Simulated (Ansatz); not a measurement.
## WC: transverse stress against strain

WC (WC type, P-6m2, 10.416 Å³/atom at rest, c along z) under a strain ε along c (axis z), the other axes held. r2SCAN in Ansatz, a plane-wave DFT program (PAW, default set), 500 eV, 23×23×20 Γ-centred mesh, Fermi-Dirac smearing 0.10 eV; ions are relaxed within the symmetry of each cell. Stress is positive for a compressed cell.

Here s stands for strain and y for stress xx.

```
strain (%)  stress xx (GPa)
----------  ---------------
-1.50                  2.76
-1.00                  1.81
-0.50                  0.89
0.00                   0.00
0.50                  -0.85
1.00                  -1.67
1.50                  -2.45
3.00                      ?
```

Fit y of the 7 rows that show it with a straight line. Means: s 0, y 0.070. About the means, the sum of products is -12.165 and the sum of squares of s is 7.0000; the slope is their ratio. Least squares gives y = 0.070 - 1.7379·s. Residuals (row less fit): 0.083, 0.002, -0.049, -0.070, -0.051, -0.002, 0.087; standard error 0.070 (degrees of freedom: 5). The slope gives the elastic constant C13 = 174 ± 3 GPa.

Task: Predict the withheld y at s = 3.00 from the fit, and compare with the calculation.

Result: y = 0.070 - 1.7379 × 3.0 = -5.144 GPa. The calculation gives -4.64 GPa, 0.504 GPa above the prediction (6.8 % of the range of y in the table). The row lies outside the fitted rows, so this is an extrapolation. From the scatter of the fitted rows alone, a prediction at this place has a standard error of 0.109 GPa, so the miss is 4.6 times that.

One order more, fitted to all 13 runs of the series, follows each within 0.01, so the miss is the next term of a smooth law. In a metal these values are sensitive to mesh and smearing; energies are taken to zero smearing, stresses follow the free energy. Rows are the converged runs of the series near zero and its far end; series whose fitted rows scatter by over a few per cent of the range, as at a crossing or softening among them, aren't shown in this form. Most that stay on the fit to the last digits aren't either.
